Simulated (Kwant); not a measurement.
**In0.53Ga0.47As/InP stack with 2 barriers**

Device: In0.53Ga0.47As/InP stack with 2 barriers. One parabolic valley. Leads of mass 0.041 mₑ with the band edge at 0; grid 0.1 nm; bias swept from 0.01 to 0.375 V, dropping linearly over the stack. Emitter Fermi level 0.033 eV, 300 K, equal in the collector.

```
layer  thickness (nm)  band offset (eV)  mass (mₑ)
-----  --------------  ----------------  ---------
1                 3.1              0.25       0.08
2                12.2                 0      0.041
3                 3.1              0.25       0.08
```

The device is made up for the run: typed textbook-type constants, with dimensions and the other settings drawn at random.

Model: one-band effective-mass tight-binding model in one dimension, coherent, no space charge, current by the Tsu-Esaki formula (Kwant).

| bias (V) | J (A/cm²) |
|---|---|
| 0.06035 | 14200 |
| 0.07293 | 17300 |
| 0.08552 | 21100 |
| 0.09810 | 25600 |
| 0.1107 | 30500 |
| 0.1233 | 35900 |
| 0.1359 | 41700 |
| 0.1484 | 47600 |
| 0.1610 | 53600 |
| 0.1736 | 59200 |
| 0.1862 | 64000 |
| 0.1988 | 67400 |
| 0.2114 | 68600 |
| 0.2240 | 66200 |
| 0.2366 | 58200 |
| 0.2491 | 39900 |
| 0.2617 | 20500 |
| 0.2743 | 16300 |
| 0.2869 | 15900 |
| 0.2995 | 16700 |
| 0.3121 | 18300 |
| 0.3247 | 20500 |
| 0.3372 | 23200 |
| 0.3498 | 26500 |
| 0.3624 | 30300 |
| 0.3750 | 34700 |
